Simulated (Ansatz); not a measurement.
Effect of pressure −1 GPa on Os

The reference is Os in the hcp (Mg type) structure (space group P6_3/mmc, No. 194; a = 2.755 Å, c = 4.344 Å).

Now apply this change: a negative pressure, −1 GPa.

Method: PBE in Ansatz (plane waves to 420 eV, PAW, without spin-orbit coupling). k-mesh 19×19×11 (Γ-centred); smearing 0.05 eV (Fermi–Dirac).

```tsv
quantity	base	changed	shift
volume per atom	14.28 Å³	14.31 Å³	+0.037 Å³
density	22.13 g/cm³	22.07 g/cm³	-0.06 g/cm³
lattice parameter a	5.206 bohr	5.211 bohr	+0.005 bohr
c/a ratio	1.577	1.577	0.000
shortest interatomic distance	5.088 bohr	5.092 bohr	+0.004 bohr
enthalpy H = E + PV relative to the base's energy	–	-0.09 eV/atom	–
band gap	zero	zero	–
```

Final structure:

```yaml
crystal:
  lattice:
    - [2.75733, 0.00000, 0.00000]
    - [-1.37866, 2.38791, 0.00000]
    - [0.00000, 0.00000, 4.34766]
  atoms:
    - { symbol: Os, position: [0.33333, 0.66667, 0.75000] }
    - { symbol: Os, position: [0.66667, 0.33333, 0.25000] }
```

Load acts through the strain it causes; cell and atoms are relaxed under it. Whether these cells are dynamically stable was not tested. All final runs are without spin polarisation.

Ansatz is a quantum-chemistry and plane-wave program.
